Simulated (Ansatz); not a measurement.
**Volume per atom of GaSb (model structure, started from the PtS type, P4₂/mmc, No. 131, 4 atoms in the cell) at several levels of theory**

No measured value is used here.

| level (code) | value (Å³/atom) |
|---|---|
| PBE (Ansatz) | 30.79 |
| PBEsol (Ansatz) | 28.78 |
| PBE-D3(BJ) (Ansatz) | 28.98 |

Ansatz's density-functional and Hartree–Fock values are scalar-relativistic unless marked +SOC, with PAW data made under PBE.

A model structure was made by putting elements into a prototype or built by hand; it is no filed structure, need not be a known phase, and can be a saddle point held by its symmetry.

Ansatz is an electronic-structure program.
